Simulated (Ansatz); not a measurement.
We consider HfPbO₃ (Pm-3m, No. 221, 5 atoms in the cell; start mp-22535), described by PBE0 in Ansatz (PAW).

Run with plane-wave cutoff 460 eV, 6×6×6 k mesh, Fermi–Dirac smearing 0.01 eV, scalar-relativistic PAW data made under PBE.

Cell (relaxed with PBEsol):

Space group Pm-3m (No. 221); a = b = c = 4.119 Å, α = β = γ = 90.00°

```csv
atom,site,symmetry,x,y,z
Hf,1b,m-3m,0.5000,0.5000,0.5000
Pb,1a,m-3m,0.0000,0.0000,0.0000
O,3c,4/mm.m,0.0000,0.5000,0.5000
```

**Question.** Give the computed band gap and Γ–Γ gap.

**Answer.** 
- band gap: 4.17 eV (on the SCF k mesh)
- Γ–Γ gap: 7.12 eV

Note: cell and atoms aren't relaxed at this level (pressure 1.8 GPa).

Spin–orbit coupling is not included; with these elements it can move the gap by several tenths of an eV or more.

Static lattice: no zero-point or thermal effects.

Cost on a shared machine: about 2.8 core-minutes (a rough figure).

A start named mp-… is a Materials Project structure, which need not be a measured phase.

Ansatz is a first-principles code.
